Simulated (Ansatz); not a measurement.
Start from ZnO in the wurtzite structure (space group P6_3mc, No. 186; a = 3.187 Å, c = 5.153 Å). Axes: x lies along a and z along c of the hexagonal cell.

The values are results of LDA (Ansatz, an electronic-structure program), no SOC, not measurements.

One thing is altered: tensile biaxial strain of 3.00 % in the plane normal to [001], as in epitaxy on a mismatched substrate; the out-of-plane cell vector and the atoms relax.

Q: How does this affect the out-of-plane strain?

A: The out-of-plane strain comes out as -3.28 %.

No phonon test of stability was made.
